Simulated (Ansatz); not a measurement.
The parent structure is HfB$_{2}$ (space group P6/mmm, No. 191; a = 3.128 Å, c = 3.445 Å).

Computed with PBEsol (Ansatz, a first-principles code), no spin-orbit coupling.

For the base:

- Lattice parameter a = 3.128 Å
- c/a ratio = 1.101

One thing is altered: a hydrostatic pressure of 30 GPa.

Predict the new lattice parameter a and c/a ratio.

The lattice parameter a falls by 0.091 Å (3.128 Å → 3.037 Å); the c/a ratio falls by 0.007, from 1.101 to 1.094.

Load acts through the strain it causes; cell and atoms are relaxed under it. No phonon test of stability was made. Competing high-pressure phases were not computed. All final runs are without spin polarisation.
